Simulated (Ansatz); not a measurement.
An Ansatz (a first-principles code) run: AlRu with a change (tensor shear ε_xy = +0.57 %); PBEsol, PAW, 420 eV (Ansatz; without spin-orbit coupling).

Input:

Ansatz 0.2 input:
```yaml
crystal:
  lattice:
    - [2.9770324251, 0.0169690848, 0]
    - [0.0169690848, 2.9770324251, 0]
    - [0, 0, 2.9770324251]
  atoms:
    - { symbol: Al, position: [0.5, 0.5, 0.5] }
    - { symbol: Ru, position: [0, 0, 0] }
basis: { ecutwfc: 420, ecutrho_ratio: 4, xc_grid: 2, fft_grid_basis: typed }
kpoints: { mp_grid: { grid: [19, 19, 19] } }
hamiltonian:
  xc: pbesol
  dispersion: none
  pseudopotentials: { kind: paw }
scf: { occupations: { method: fermi_dirac, width: 0.1 }, convergence: { dr2_threshold: 0.0000000002 } }
relax: { f_tol: 0.005, max_steps: 50 }
output: { forces: true, stress: true }
checkpoint: { write: state.ck, write_every: 1000 }
```

Output (explanatory and most iteration lines left out):

```
Relaxation: its limit of steps is 50 (relax.max_steps)
Pseudopotential: Al, paw, valence charge 3
Pseudopotential: Ru, paw, valence charge 16
Crystal: 2 atoms, lattice volume = 26.384 Å³
Basis set: ecut = 420 eV, 489 PW (Γ), exchange–correlation on 40×40×40 points (8 copies of the dense FFT grid, shifted against one another)
Bands: 14, of which v1, the nominal top of the filled ones, is band 10 counted from 1 (9 counted from 0)
Symmetry: 8 space group operations
Space group: Cmmm (ITA 65), of the structure as read, at distance tolerance 3.0e-5 Å
k-points: 1000 of 6859
Functional: x = pbesol(κ = 0.804, μ = 0.12345679012345678), c = pbesol(β = 0.046)
SCF iter   1: F=—  HF=-6342.335249 eV  |F-HF|=—  |Δ(HF+E_count)|=         —  Δρ=8.90e-3  dr2=2.42e-2  ethr=1.77e-3  ⟨swp⟩=5.0  Hψ=73382  notcnv=0
SCF iter   2: F=—  HF=-6342.331751 eV  |F-HF|=—  |Δ(HF+E_count)|=   3.50e-3  Δρ=5.06e-3  dr2=8.78e-3  ethr=1.27e-4  ⟨swp⟩=1.1  Hψ=22125  notcnv=0
SCF 1 converged in 7 iterations: F = -6342.329728 eV  dr2 = 8.21e-12
relax step   1: F+E_penalty+E_count = -6342.32972755 eV  Δ(F+E_penalty+E_count) = +0.000e0 eV  max|allowed force component| = 3.550e-30 eV/Å  Δτ_max = 0.0000 Å  (7 SCF iters, accepted)
SCF converged after 7 iterations
Free energy (F): -6342.329728 eV
Internal energy: -6342.278185 eV  (E = F + TS)
E sigma→0 (E₀):  -6342.303957 eV
Entropy (-TS):   -0.051542 eV (-25.771 meV/atom)
Fermi energy:    16.296581 eV
--- Forces (eV/Å), atoms counted from 1 ---
  atom   1  Al    -0.00000000    -0.00000000     0.00000000
  atom   2  Ru     0.00000000     0.00000000     0.00000000
--- Stress (GPa, compression-positive) ---
        0.026684      -1.553374       0.000000
       -1.553374       0.026684       0.000000
        0.000000       0.000000       0.028805
  P = ⅓ Tr σ = 0.0274 GPa (0.274 kbar)
--- Relaxed structure (1 steps of the walk, 1 accepted, 0 SCFs on fresh bases) ---
  atoms:
    - { symbol: Al, position: [0.5000000000000001, 0.5000000000000001, 0.5000000000000001] }
    - { symbol: Ru, position: [0.0, 0.0, 0.0] }
```

The cells carry an imposed strain or load. Stability against distortions was not tested. The final runs are not spin-polarised. The cell was made from AlRu in the CsCl type structure (space group Pm-3m, No. 221) by this change: tensor shear ε_xy = +0.57 %.
